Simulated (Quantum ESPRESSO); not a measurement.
A self-consistent single point of BaSr3 (Fm-3m, 4 atoms in the cell) with Quantum ESPRESSO.

Method: PBEsol, PseudoDojo standard norm-conserving (PBESOL) pseudopotentials (plane waves; Quantum ESPRESSO).

The change in words: lattice scaled by 0.98. Reference geometry:
```yaml
crystal:
  lattice:
    - [0.00000, 4.83359, 4.83359]
    - [4.83359, 0.00000, 4.83359]
    - [4.83359, 4.83359, 0.00000]
  atoms:
    - { symbol: Ba, position: [0.00000, 0.00000, 0.00000] }
    - { symbol: Sr, position: [0.25000, 0.25000, 0.25000] }
    - { symbol: Sr, position: [0.75000, 0.75000, 0.75000] }
    - { symbol: Sr, position: [0.50000, 0.50000, 0.50000] }
```

Reference input (self-consistent single point, DFT, PBEsol, plane waves, PseudoDojo standard norm-conserving (PBESOL) pseudopotentials): ecutwfc = 70 Ry; occupations = smearing; smearing = fermi-dirac; degauss = 0.0073499 Ry; potentials = {Ba: Ba.upf, Sr: Sr.upf}; K_POINTS = automatic 8 8 8 0 0 0; conv_thr = 1e-10 Ry; mixing_beta = 0.4. This run's input differs from it in these lines:

```diff
@@ -31,5 +31,5 @@
 CELL_PARAMETERS angstrom
-   0.0000000000     4.8335920000     4.8335920000
-   4.8335920000     0.0000000000     4.8335920000
-   4.8335920000     4.8335920000     0.0000000000
+   0.0000000000     4.7369200000     4.7369200000
+   4.7369200000     0.0000000000     4.7369200000
+   4.7369200000     4.7369200000     0.0000000000
```

Output (repeated stretches shortened):

```
     Self-consistent Calculation

     iteration #  1     ecut=    70.00 Ry     beta= 0.40

     Threshold (ethr) on eigenvalues was too large:
     Diagonalizing with lowered threshold

     total energy              =    -261.20657841 Ry
     estimated scf accuracy    <       0.01213337 Ry

     iteration #  2     ecut=    70.00 Ry     beta= 0.40

     total energy              =    -261.20846569 Ry
     estimated scf accuracy    <       0.00141674 Ry

     iteration #  3     ecut=    70.00 Ry     beta= 0.40
     c_bands:  1 eigenvalues not converged
     c_bands:  1 eigenvalues not converged

     total energy              =    -261.20915440 Ry
     estimated scf accuracy    <       0.00040456 Ry

   [... 7 blocks of this kind left out ...]

     iteration # 11     ecut=    70.00 Ry     beta= 0.40

     total energy              =    -261.20922452 Ry
     estimated scf accuracy    <          4.8E-10 Ry

     iteration # 12     ecut=    70.00 Ry     beta= 0.40
     End of self-consistent calculation

     the Fermi energy is     5.7248 ev

!    total energy              =    -261.20922452 Ry
     estimated scf accuracy    <          6.5E-11 Ry
     smearing contrib. (-TS)   =      -0.01316952 Ry
     internal energy E=F+TS    =    -261.19605500 Ry

     convergence has been achieved in  12 iterations

     Forces acting on atoms (cartesian axes, Ry/au):

     atom    1 type  1   force =     0.00000000   -0.00000000   -0.00000000
   [... zero for the other atoms too ...]

     Total force =     0.000000     Total SCF correction =     0.000000

          total   stress  (Ry/bohr**3)                   (kbar)     P=       -0.03
  -0.00000023   0.00000000   0.00000000           -0.03        0.00        0.00
   0.00000000  -0.00000023  -0.00000000            0.00       -0.03       -0.00
   0.00000000  -0.00000000  -0.00000023            0.00       -0.00       -0.03

   JOB DONE.
```

The run converged in 12 iterations. Against the reference run the free energy falls by 6.8 meV/atom and the pressure goes from -0.63 to 0.00 GPa.

The starting cell comes from a database of computed structures (which also holds hypothetical and non-ambient phases and stackings), without a prior relaxation at this level. Its lattice was rescaled by a random factor within 2.5 % of one. For this run, on top of that: lattice scaled by 0.98.

Cost on one core of a shared machine: roughly 7 min.
